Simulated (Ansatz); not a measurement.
Start from ZnS in the zinc blende structure (space group F-43m, No. 216; a = 5.357 Å).

The values are results of PBEsol, PAW, 420 eV (Ansatz, a first-principles code; no SOC), not measurements.

Before the change:

Gap character: direct at Γ

One thing is altered: an isotropic linear strain of −1.00 %; the atoms relax in the strained cell.

How does this affect the mean gap deformation potential ΔEg/Δln V?

The mean gap deformation potential ΔEg/Δln V is -4.3 eV.

How does this affect the energy relative to the base?

The energy grows by 4.4 meV/atom.

Predict the new gap character.

The gap character is still direct at Γ.

Whether these cells are dynamically stable was not tested.
